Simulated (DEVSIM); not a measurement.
Device: abrupt Si n-p junction, at 300 K.

Layer 1 from the left is Si, thickness (μm) 67.0, Nd (cm⁻³) 1.1e18, τn (s) 2.4e-5, τp (s) 2.4e-5. Layer 2 from the left is Si, thickness (μm) 0.300, Na (cm⁻³) 5.9e16, τn (s) 2.4e-5, τp (s) 2.4e-5.

Left contact: ohmic. Right contact: ohmic. Voltage is applied to the left contact. Recombination: SRH at mid-gap. Mobility is constant in doping.

The device is made up for the run: typed textbook-type constants, with dimensions and the other settings drawn at random. Values at 300 K.

Si: gap (eV) 1.124, affinity (eV) 4.05, permittivity 11.7, Nc (cm⁻³) 2.86e19, Nv (cm⁻³) 3.1e19, μn (cm²/Vs) 1417, μp (cm²/Vs) 470.

Simulated with DEVSIM: 1D drift-diffusion, Boltzmann statistics, complete ionisation; no tunnelling, impact ionisation, image-force lowering or self-heating.

Problem. What does the simulation give for the dark forward voltage at 1 A/cm², the potential step across the device at zero bias, the dark forward voltage at 100 A/cm²?

Solution. dark forward voltage at 1 A/cm² 0.553 V; potential step across the device at zero bias 0.878 V; dark forward voltage at 100 A/cm² 0.678 V.
